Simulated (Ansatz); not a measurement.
# GaAs: alloy series

The parent structure is GaAs in the zinc blende structure (space group F-43m, No. 216).

```yaml
crystal:
  lattice:
    - [0.00000, 2.82951, 2.82951]
    - [2.82951, 0.00000, 2.82951]
    - [2.82951, 2.82951, 0.00000]
  atoms:
    - { symbol: As, position: [0.75000, 0.75000, 0.75000] }
    - { symbol: Ga, position: [0.00000, 0.00000, 0.00000] }
```

The other end (x = 1) is InAs in the zinc blende structure (space group F-43m, No. 216): 28.20 Å³/atom, gap zero.

In replaces a fraction x of Ga; each row is one arrangement (x, atoms in the cell, starting space group or random), fully relaxed.

All numbers come from PBEsol (Ansatz, a program for electronic structure, PAW, scalar-relativistic without spin-orbit coupling).

Notes on the quantities. mixing energy: to 0.01 eV only: unlike meshes or grids.

| case | density | mixing energy | band gap |
|---|---|---|---|
| base | 5.30 g/cm³ | – | 0.42 eV |
| x(In) = 0.25, 8 atoms, P-4m2 | 5.40 g/cm³ | … | 0.08 eV |
| x(In) = 0.333, 6 atoms, P3m1 | 5.41 g/cm³ | … | zero |
| x(In) = 0.333, 6 atoms, I-4m2 | 5.43 g/cm³ | +0.02 eV/atom | zero |
| x(In) = 0.5, 4 atoms, P-4m2 | 5.48 g/cm³ | +0.02 eV/atom | zero |
| x(In) = 0.75, 8 atoms, Amm2 | 5.53 g/cm³ | +0.02 eV/atom | zero |

Task: What belongs in the blanks?

Result: 
- x(In) = 0.25, 8 atoms, P-4m2, mixing energy: +0.01 eV/atom
- x(In) = 0.333, 6 atoms, P3m1, mixing energy: +0.03 eV/atom

Each cell is one ordered arrangement of few atoms, which overstates ordering effects compared with a random alloy. Stability against distortions was not tested. The final runs are not spin-polarised. Gaps under 0.05 eV, about the width of the smearing, are given as zero. A zero or small gap of InGa3As4, InAs, InGa2As3 and InGaAs2 can be the functional's error rather than a property of the material.
